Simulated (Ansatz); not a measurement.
Consider HgTe in the zinc blende structure (space group F-43m, No. 216; a = 6.510 Å). Axes: x, y, z lie along the cube axes.

Calculations: PBEsol in Ansatz (plane waves to 420 eV, PAW, without spin-orbit coupling).

Base values:

| Property | Value |
|---|---|
| Pressure | 0.0 GPa |
| Shortest interatomic distance | 2.819 Å |
| Band gap | zero |

It is then changed as follows: uniaxial strain ε_zz = +2.00 %, all other strain components held at zero, atoms relaxed at fixed cell.

Task: What does the calculation give for the pressure after the change?

Result: The pressure (mean of the normal stresses, compression positive) goes from zero to -0.8 GPa.

Task: What does the calculation give for the energy relative to the base after the change?

Result: The energy goes up by 2.2 meV/atom.

Task: What does the calculation give for the shortest interatomic distance after the change?

Result: The shortest interatomic distance goes up by 0.019 Å (2.819 Å → 2.838 Å).

Task: What does the calculation give for the band gap after the change?

Result: The band gap remains zero.

The mesh was chosen for an insulator and is coarse for the gapless case. Spin-orbit coupling, missing from the scalar runs, can matter with Hg and Te. Whether these cells are dynamically stable was not tested. The final runs are not spin-polarised. A zero or small gap of HgTe can be the functional's error rather than a property of the material.

Ansatz is a quantum-chemistry and plane-wave program.
